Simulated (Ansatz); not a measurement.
Start from WC (space group P-6m2, No. 187; relaxed with 0.1 eV smearing).

```yaml
crystal:
  lattice:
    - [2.89911, 0.00000, 0.00000]
    - [-1.44955, 2.51070, 0.00000]
    - [0.00000, 0.00000, 2.82680]
  atoms:
    - { symbol: W, position: [0.00000, 0.00000, 0.00000] }
    - { symbol: C, position: [0.33333, 0.66667, 0.50000] }
```

Cartesian axes are those of the cell as printed.

Calculations: Ansatz (an electronic-structure program) PBEsol, spin-orbit coupling left out.

For the base:

- Shortest interatomic distance = 2.191 Å
- Band gap = zero

Now apply this change: a pure shear with ε_xz = ε_zx = 0.0114; the atoms relax in the strained cell.

Q: How does this affect the energy relative to the base?

A: The energy goes up by 5.3 meV/atom.

Q: Estimate the effect on the shortest interatomic distance.

A: The shortest interatomic distance drops by 0.021 Å to 2.170 Å.

Q: What happens to the stress?

A: The stress (xx, yy, zz, yz, xz, xy; compression positive) comes out as (0.3, 0.2, 0.3, 0.0, -7.3, 0.0) GPa.

Q: How does this affect the band gap?

A: The band gap remains zero.

No phonon test of stability was made. The final runs are not spin-polarised.
